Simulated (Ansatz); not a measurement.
# Carrier doping in SrTiO3

Take SrTiO3 in the cubic perovskite structure (space group Pm-3m, No. 221; a = 3.9075 Å) as the base.

Carriers are added at fixed cell with a uniform background; the Fermi–Dirac width is that of 300 K.

Computed with Ansatz (a first-principles code) r2SCAN, spin-orbit coupling left out, earlier PAW set.

Notes on the quantities. Fermi level from band edge: Fermi level relative to the doped band's edge (positive inside the band; to 0.05 eV).

```json
[
 {"case": "undoped", "Fermi level from band edge": "–", "gap between the host's bands": "2.27 eV"},
 {"case": "electrons 2.0×10^21 cm⁻³", "Fermi level from band edge": "___", "gap between the host's bands": "2.43 eV"},
 {"case": "electrons 3.0×10^21 cm⁻³", "Fermi level from band edge": "+0.25 eV", "gap between the host's bands": "___"},
 {"case": "electrons 5.0×10^21 cm⁻³", "Fermi level from band edge": "+0.40 eV", "gap between the host's bands": "2.69 eV"},
 {"case": "electrons 7.0×10^21 cm⁻³", "Fermi level from band edge": "+0.55 eV", "gap between the host's bands": "2.85 eV"},
 {"case": "holes 2.0×10^21 cm⁻³", "Fermi level from band edge": "+0.10 eV", "gap between the host's bands": "2.32 eV"},
 {"case": "holes 3.0×10^21 cm⁻³", "Fermi level from band edge": "+0.10 eV", "gap between the host's bands": "2.35 eV"},
 {"case": "holes 5.0×10^21 cm⁻³", "Fermi level from band edge": "+0.15 eV", "gap between the host's bands": "2.40 eV"},
 {"case": "holes 7.0×10^21 cm⁻³", "Fermi level from band edge": "+0.25 eV", "gap between the host's bands": "2.46 eV"}
]
```

Task: What belongs in the blanks?

Result: 
- electrons 2.0×10^21 cm⁻³, Fermi level from band edge: +0.20 eV
- electrons 3.0×10^21 cm⁻³, gap between the host's bands: 2.52 eV

Charged cell with a jellium background: band edges are those of the host's band count, energies are not comparable with the neutral cell, and many-body gap narrowing is missing. Whether these cells are dynamically stable was not tested. All final runs are without spin polarisation. Many cubic perovskites are stable only at high temperature; tilts and polar distortions were not tested.
